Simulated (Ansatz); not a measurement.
AlN under load (space group P6_3mc), r2SCAN with spin-orbit coupling, rigid bands in Ansatz (a program for electronic structure). Condition of this run: uniaxial stress along c of 4.5 GPa (compression positive) (the target of the relaxation). Band gap 4.79 eV, N_c = 4.62e18 cm⁻³ and N_v = 4.95e19 cm⁻³ at 300 K, conductivity masses along y (a = (3.12, 0.00, 0.00) Å; b = (-1.56, 2.71, 0.00) Å; c = (0.00, 0.00, 4.91) Å) of 0.317 mₑ (electrons) and 3.24 mₑ (holes). Take k_BT = 0.02585 eV.

Find the intrinsic carrier density and the intrinsic Fermi level.

n_i = √(N_c N_v) exp(−E_g/2k_BT) = 1.51e19 × exp(−92.64) = 8.8e-22 cm⁻³. The level lies (k_BT/2) ln(N_v/N_c) = 31 meV from mid-gap (positive towards the conduction band). Each 0.1 eV added to the gap lowers n_i by a factor of 6.9.

What thermal injection velocity √(2k_BT/πm) limits a ballistic channel along the direction named?

9.56e6 cm/s for electrons and 2.99e6 cm/s for holes, a ratio of √(m_h/m_e) = 3.20, for dilute carriers.

A film of it is 5 nm thick, with its normal along the direction named. Estimate the confinement energies in an infinite well.

ħ²π²/(2m t²) = 0.376 eV·nm²/(m/mₑ × t²) gives 47.4 meV for electrons and 4.64 meV for holes, so the gap would widen to about 4.84 eV. Finite barriers and nonparabolic bands lower this, and with several valleys or bands the heaviest mass along the normal sets the lowest level, not this average.

Rigid bands with the computed gap; masses take one relaxation time for all states. Geometry: cell and atoms relaxed with PBEsol.
